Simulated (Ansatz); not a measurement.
A thermal frame of composition TiSi, cell Ti24Si24, held well above this temperature first [in the run: it was liquid; mean temperature 2143 K (target 2000 K); density 3.65 g/cm³], from MD with PBE at 2000 K. Method: PBE (plane waves, PAW; Ansatz, a quantum-chemistry and plane-wave program).

```
Item                                               Value
-----------------  -------------------------------------
plane-wave cutoff                                 420 eV
k-points               2x2x2 mesh shifted by half a step
Fermi-Dirac width                               0.172 eV
spin               not polarised; no spin-orbit coupling
```

A check of the k-sampling: on the last frame of the same run a denser mesh moved the PBE forces by 0.007 eV/Å rms, the static pressure by 0.00 GPa and the free energy by 0 meV/atom.

```xyz
48
Lattice="9.3966 0.0000 0.0000 0.0000 9.3966 0.0000 0.0000 0.0000 9.3966" Properties=species:S:1:pos:R:3:forces:R:3 pbc="T T T"
Ti   -0.2573    1.6697    5.9242   0.144   0.576   0.200
Ti    0.0798    0.2056    3.3574  -1.303  -0.492  -0.408
Ti    7.4103   -0.3116    5.0828  -1.808   0.924   1.915
Ti    0.6159    6.6368    3.3869   0.974  -0.563   0.615
Ti    6.6454    2.5381    4.0214   0.884   0.443   1.913
Ti   -1.9751    6.3812    5.4201   0.569   0.707   0.219
Ti    3.1564    0.3014    1.0829   2.772  -1.087   0.566
Ti    5.0000   -2.4392    6.6203  -0.769   0.953  -0.046
Ti    6.6227   -0.7884    7.8756  -1.921   0.482   0.834
Ti    4.9781    2.8077    2.0411   2.519  -0.530  -0.228
Ti    2.1553    0.0081    7.7600  -0.162   0.358  -0.325
Ti    3.0330    4.1386    3.2628  -0.998   0.943   0.468
Ti    5.2426    7.4085    3.5320  -0.215   0.829  -0.874
Ti    1.8191    6.6293    6.8113  -2.027   1.961   0.654
Ti    8.6192   -0.7013    0.7314  -0.019   0.439  -0.736
Ti    4.9153   -3.8935    0.1629  -0.347   1.287   0.703
Ti    3.8644    2.5879    5.9607  -1.882   3.458  -2.069
Ti    2.3616    9.1447    4.3346   2.619  -0.395   0.200
Ti    7.7568   -3.5131   -0.8123  -0.128  -0.523   0.428
Ti    2.1524    5.0021    0.6297   0.399   1.214  -1.726
Ti    6.1710    3.9551    6.9406  -0.111   3.143  -0.081
Ti    4.2681    2.3115   -0.9691  -0.124   0.427   1.256
Ti    8.3574    2.5075    1.5440  -1.772  -2.052  -0.026
Ti    7.5136    5.1770    2.6971  -2.279  -0.349  -0.359
Si    6.9330    7.0062    1.2033  -2.424   0.296  -1.637
Si   10.6003    2.2609    3.0178   0.705   0.427   1.509
Si   10.3998    1.0242    0.8969  -1.799   0.798  -0.721
Si    6.4505    1.3049    0.1750   0.102  -1.180  -0.050
Si    4.7165    0.7970    3.6158  -0.133  -0.309  -0.163
Si    4.4449    0.4597   -3.2945  -0.818  -5.569   0.355
Si   -0.4850   -1.3894    7.6147   0.624  -0.040   0.741
Si    5.2148    5.2653    4.8219   0.428  -2.536  -0.899
Si    3.0170    6.2500    4.6176   0.555   2.095  -0.183
Si    1.7720    3.1236   -1.6279   2.410  -1.315  -0.767
Si    3.3803   -2.0788   -0.6653  -0.202   0.941   0.524
Si    1.7200    4.5431    5.7166   0.362  -2.565  -1.655
Si    6.3655    3.6596    0.1231   1.726  -0.246  -0.065
Si    2.8234    2.7200    1.2895  -1.253   0.208  -1.815
Si    9.0446    4.9767    6.7467   0.064  -0.514   1.017
Si    3.4630    5.1124    7.3603   2.209  -2.580   1.550
Si    9.2384    3.3370   -0.6482  -1.697   0.666   0.374
Si    7.7786    7.7677    3.1218   1.089  -2.039   0.517
Si    6.1651    1.6385   -2.6369   2.761  -0.695  -0.158
Si    6.9559    9.7643    2.5215  -0.868   1.799  -0.094
Si    0.5540    8.3472    5.7128  -0.638   1.548  -2.406
Si    0.2811    4.3097    2.0997   1.910   1.831   0.661
Si    3.0271    7.3487    1.9067  -0.318  -1.829   0.543
Si    8.6752    4.2518    4.6111   0.189  -1.346  -0.273
```

```yaml
free energy on this k-sampling (the code's own zero, frozen cores included): -75255.6 eV
static pressure (no kinetic part): 0.68 GPa
rms_force_component: 1.340 eV/Å
largest_force: 5.64 eV/Å on atom 30
```

Static stress tensor (GPa, compression positive):
```
 0.91   0.48   0.38
 0.48   1.97   0.41
 0.38   0.41  -0.84
```
